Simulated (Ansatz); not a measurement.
## BaHfO3: response to strain

Base system: BaHfO₃ in the cubic perovskite structure (space group Pm-3m, No. 221).

```yaml
crystal:
  lattice:
    - [4.15753, 0.00000, 0.00000]
    - [0.00000, 4.15753, 0.00000]
    - [0.00000, 0.00000, 4.15753]
  atoms:
    - { symbol: Ba, position: [0.00000, 0.00000, 0.00000] }
    - { symbol: Hf, position: [0.50000, 0.50000, 0.50000] }
    - { symbol: O, position: [0.50000, 0.00000, 0.50000] }
    - { symbol: O, position: [0.00000, 0.50000, 0.50000] }
    - { symbol: O, position: [0.50000, 0.50000, 0.00000] }
```

Cartesian axes are those of the cell as printed.

Strains are applied to the cell and any free atomic positions relax; under biaxial strain the out-of-plane vector relaxes too.

The values are results of plane-wave PAW DFT at the PBEsol level (Ansatz, a program for electronic structure, 420 eV), no spin-orbit coupling, not measurements.

```csv
case,electron mass,volume per atom
base,–,14.37 Å³
"biaxial strain +0.60 %, plane normal [001], relaxed out of plane","2.2 mₑ out of plane, 0.33 mₑ in plane (at Γ)",14.50 Å³
"biaxial strain +1.20 %, plane normal [001], relaxed out of plane","2.2 mₑ out of plane, 0.34 mₑ in plane (at Γ)",14.64 Å³
"biaxial strain +1.80 %, plane normal [001], relaxed out of plane","2.2 mₑ out of plane, 0.34 mₑ in plane (at Γ)",14.77 Å³
"biaxial strain +2.40 %, plane normal [001], relaxed out of plane","2.2 mₑ out of plane, 0.34 mₑ in plane (at Γ)",14.91 Å³
"biaxial strain +3.00 %, plane normal [001], relaxed out of plane","2.1 mₑ out of plane, 0.35 mₑ in plane (at Γ)",15.05 Å³
```

With Hf present, leaving out spin-orbit coupling can change the band edges. The levels and masses belong to the bands next to the band gap. Masses are band curvatures over ±0.01 Å⁻¹ around the edge. Whether these cells are dynamically stable was not tested.
